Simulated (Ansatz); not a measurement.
Start from AlN in the zinc blende structure (space group F-43m, No. 216).

```
CELL_PARAMETERS angstrom
      0.00000     2.17113     2.17113
      2.17113     0.00000     2.17113
      2.17113     2.17113     0.00000
ATOMIC_POSITIONS crystal
  Al 0.00000 0.00000 0.00000
  N  0.25000 0.25000 0.25000
```

Cartesian axes are those of the cell as printed.

Calculations: Kohn–Sham DFT with the LDA functional, run in Ansatz (a quantum-chemistry and plane-wave program) with PAW and 420 eV plane waves, without spin-orbit coupling.

Strains are applied to the cell and any free atomic positions relax; under biaxial strain the out-of-plane vector relaxes too.

One change was made to it. Results:

| quantity | base | after |
|---|---|---|
| volume per atom | 10.23 Å³ | 10.30 Å³ |
| valence-band top at Γ (three highest levels, from the VBM) | – | 0.00, -0.05, -0.05 eV |
| band gap | 3.25 eV | 3.22 eV |

Which of these changes matches the shifts?
A) biaxial strain −0.83 %, plane normal [111], relaxed out of plane
B) biaxial strain +0.42 %, plane normal [111], relaxed out of plane
C) biaxial strain +1.25 %, plane normal [111], relaxed out of plane
D) biaxial strain +1.67 %, plane normal [111], relaxed out of plane
E) biaxial strain −2.50 %, plane normal [111], relaxed out of plane

B, biaxial strain +0.42 %, plane normal [111], relaxed out of plane. For comparison, the valence-band top at Γ in the other runs: biaxial strain +1.25 %, plane normal [111], relaxed out of plane gives 0.00, -0.14, -0.14 eV; biaxial strain +1.67 %, plane normal [111], relaxed out of plane gives 0.00, -0.18, -0.18 eV; biaxial strain −0.83 %, plane normal [111], relaxed out of plane gives 0.00, 0.00, -0.11 eV; biaxial strain −2.50 %, plane normal [111], relaxed out of plane gives 0.00, 0.00, -0.35 eV.

Whether these cells are dynamically stable was not tested. This is not the structure that AlN has at room temperature and ambient pressure.
